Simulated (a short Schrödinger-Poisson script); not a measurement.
Structure: symmetric double-gate stack, SiO2 on p-type Si(100), at 300 K.

```csv
layer,material,thickness (nm),Na (cm⁻³)
1,SiO2,3.9,-
2,Si,2,2e17
3,SiO2,3.9,-
```

Constants are typed, rounded textbook-type inputs, not results; the design itself was drawn at random and stands for no fabricated device. SiO2: permittivity 3.9, conduction-band edge (eV) 3.15, gap (eV) 9, electron mass (mₑ) 0.5. Si: permittivity 11.7, conduction-band edge (eV) 0, gap (eV) 1.124, Nv at 300 K (cm⁻³) 3.1e19.

Channel valleys (confinement mass, in-plane density-of-states mass, number): Δ2 0.916, 0.19, 2; Δ4 0.19, 0.417, 4. At the gates, both at one voltage, the conduction-band edge of layer 1 lies 3.61 eV − eVg above the Fermi level of the channel. Gaps are held at their typed values at every temperature. Mesh 0.03 nm at interfaces.

Solved with a short Schrödinger-Poisson script written for these runs: 1D Poisson equation in equilibrium, electrons quantum, Hartree (BenDaniel-Duke, 12 states a valley, the channel's in-plane mass for all, wave functions free to enter the dielectric), parabolic valleys, classical holes, full ionisation, no traps, pinning or gate leakage.

The same stack at other levels of the model or other numerical settings:

```json
[
 {"run": "base", "sheet density of all electrons at Vg = 2.7 V (cm⁻²)": "2.15e13", "sheet density of all electrons at Vg = 0.9 V (cm⁻²)": "3.60e12", "capacitance of both gates at Vg = 2.7 V (μF/cm²)": "1.64", "rough cost against the base": "about 1"},
 {"run": "electrons treated as classical, Boltzmann", "sheet density of all electrons at Vg = 2.7 V (cm⁻²)": "…", "sheet density of all electrons at Vg = 0.9 V (cm⁻²)": "…", "capacitance of both gates at Vg = 2.7 V (μF/cm²)": "1.73", "rough cost against the base": "0.04"},
 {"run": "electrons treated as classical, Fermi-Dirac", "sheet density of all electrons at Vg = 2.7 V (cm⁻²)": "…", "sheet density of all electrons at Vg = 0.9 V (cm⁻²)": "4.65e12", "capacitance of both gates at Vg = 2.7 V (μF/cm²)": "1.68", "rough cost against the base": "0.1"},
 {"run": "mesh six times as coarse", "sheet density of all electrons at Vg = 2.7 V (cm⁻²)": "2.14e13", "sheet density of all electrons at Vg = 0.9 V (cm⁻²)": "3.58e12", "capacitance of both gates at Vg = 2.7 V (μF/cm²)": "1.63", "rough cost against the base": "0.3"},
 {"run": "one subband a valley", "sheet density of all electrons at Vg = 2.7 V (cm⁻²)": "2.15e13", "sheet density of all electrons at Vg = 0.9 V (cm⁻²)": "3.60e12", "capacitance of both gates at Vg = 2.7 V (μF/cm²)": "1.64", "rough cost against the base": "0.3"}
]
```

Task: Complete the blanks.

Result: 
- electrons treated as classical, Boltzmann, sheet density of all electrons at Vg = 2.7 V (cm⁻²): 2.39e13
- electrons treated as classical, Boltzmann, sheet density of all electrons at Vg = 0.9 V (cm⁻²): 4.74e12
- electrons treated as classical, Fermi-Dirac, sheet density of all electrons at Vg = 2.7 V (cm⁻²): 2.33e13

The classical rows ignore confinement, and Boltzmann statistics overrate the density once the band edge passes the Fermi level.
